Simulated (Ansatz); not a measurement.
## NdPd3 (Pm-3m, No. 221)

Method: LDA (Ansatz, a program for electronic structure, plane waves, PAW).

Settings: plane-wave cutoff 520 eV, 14×14×14 k mesh, Fermi–Dirac smearing 0.05 eV, spin-polarised with parallel moments, scalar-relativistic PAW data made under PBE.

Cell: relaxed at this level.

band gap: zero (no gap)
lattice parameter a: 4.046 Å
bulk modulus B0: 156 GPa

Note: the magnetic order was assumed, not searched for or taken from measurement; the relaxation could not lower the start's symmetry, so the cell can be a saddle point above a distorted one; the 4f shell is treated without U or exact exchange, so its levels and filling can be wrong; the bulk modulus is −V dP/dV from two relaxed cells at ±2 % in volume; the volume lies 6 % below that of the published cell.

Spin–orbit coupling is not included.

The result took very roughly 9 core-minutes.
